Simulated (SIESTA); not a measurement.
A self-consistent single point of Mg (P6_3/mmc, 4 atoms in the cell) with SIESTA.

Method: GGA PBE, numerical atomic orbitals DZP, PseudoDojo PBE standard norm-conserving potentials (rewritten from UPF to PSML) in SIESTA.

The change in words: lattice scaled by 0.98. Reference geometry:
```yaml
crystal:
  lattice:
    - [3.22353, 0.00000, 0.00000]
    - [-1.61176, 2.79166, 0.00000]
    - [0.00000, 0.00000, 10.47055]
  atoms:
    - { symbol: Mg, position: [0.00000, 0.00000, 0.00000] }
    - { symbol: Mg, position: [0.00000, 0.00000, 0.50000] }
    - { symbol: Mg, position: [0.33333, 0.66667, 0.25000] }
    - { symbol: Mg, position: [0.66667, 0.33333, 0.75000] }
```

Reference input (self-consistent single point, DFT, GGA PBE, numerical atomic orbitals DZP, PseudoDojo PBE standard norm-conserving potentials (rewritten from UPF to PSML)): XC.functional = GGA; XC.authors = PBE; potentials = PseudoDojo PBE standard; PAO.BasisSize = DZP; PAO.EnergyShift = 0.01 Ry; MeshCutoff = 300 Ry; kgrid.MonkhorstPack = 8 8 3; OccupationFunction = MP; OccupationMPOrder = 0; ElectronicTemperature = 0.1 eV; MaxSCFIterations = 150; SCF.Mixer.Method = Pulay. This run's input differs from it in these lines:

```diff
@@ -11,5 +11,5 @@
 %block LatticeVectors
-     6.091586965    0.000000000    0.000000000
-    -3.045794427    5.275469054    0.000000000
-     0.000000000    0.000000000   19.786466205
+     5.969754432    0.000000000    0.000000000
+    -2.984879106    5.169959975    0.000000000
+     0.000000000    0.000000000   19.390736768
 %endblock LatticeVectors
```

Log, with long lists cut:

```
        iscf     Eharris(eV)        E_KS(eV)     FreeEng(eV)     dDmax    Ef(eV) dHmax(eV)
   scf:    1    -6453.610332    -6461.437013    -6461.445915  0.517199 -2.719522  3.146661
   scf:    2    -6461.509514    -6461.473516    -6461.481983  0.013385 -2.746241  2.440634
   scf:    3    -6461.574958    -6461.527006    -6461.534511  0.045437 -2.843240  0.019997
   scf:    4    -6461.527006    -6461.527007    -6461.534509  0.000362 -2.845971  0.019484
   scf:    5    -6461.526859    -6461.526938    -6461.534467  0.002181 -2.844496  0.073547
   scf:    6    -6461.527069    -6461.527006    -6461.534516  0.001506 -2.846716  0.001222
   scf:    7    -6461.527006    -6461.527006    -6461.534516  0.000024 -2.846688  0.000199
SCF Convergence by DM+H criterion
max |DM_out - DM_in|         :     0.0000243017
max |H_out - H_in|      (eV) :     0.0001989985
SCF cycle converged after 7 iterations

Using DM_out to compute the final energy and forces

siesta: E_KS(eV) =            -6461.5270

siesta: E_KS - E_eggbox =     -6461.5270

siesta: Atomic forces (eV/Ang):
     1   -0.000000   -0.000000    0.000000
     2    0.000000   -0.000000   -0.000000
     3    0.000132   -0.000076    0.000000
     4   -0.000132    0.000076   -0.000000
   Tot   -0.000000   -0.000000    0.000000
   Max    0.000132
   Res    0.000062    sqrt( Sum f_i^2 / 3N )
   Max    0.000132    constrained

Stress tensor Voigt[x,y,z,yz,xz,xy] (kbar):      -33.36      -32.49      -32.04       -0.00       -0.00        0.75
(Free)E + p*V (eV/cell)    -6459.7283
   [... lines left out ...]
siesta: FreeEng =     -6461.534516
siesta: Cell volume =         88.683200 Ang**3
siesta:          32.63214373         32.63381757  kBar
   [... lines left out ...]
              0.312
   2 10.002   1.996   1.354  -0.308   2.019   2.021   2.019   0.312   0.277
   [... 5 lines left out ...]

mulliken: Qtot =       40.000

Mulliken Atomic Populations:
Atom #   charge [q] valence [e]  Species
     1    -0.002087   10.002087  Mg
     2    -0.002087   10.002087  Mg
     3     0.002087    9.997913  Mg
     4     0.002087    9.997913  Mg
 Total     0.000000
```

The run converged in 7 iterations. Against the reference run the free energy rises by 11.6 meV/atom and the pressure goes from 0.02 to 3.26 GPa.

The starting cell comes from a database of computed structures (which also holds hypothetical and non-ambient phases and stackings), without a prior relaxation at this level. Its lattice was rescaled by a random factor within 2.5 % of one. For this run, on top of that: lattice scaled by 0.98. Values carry the incompleteness of an atom-centred basis. With a pressure of about 3 GPa the cell is away from its equilibrium volume at this level.
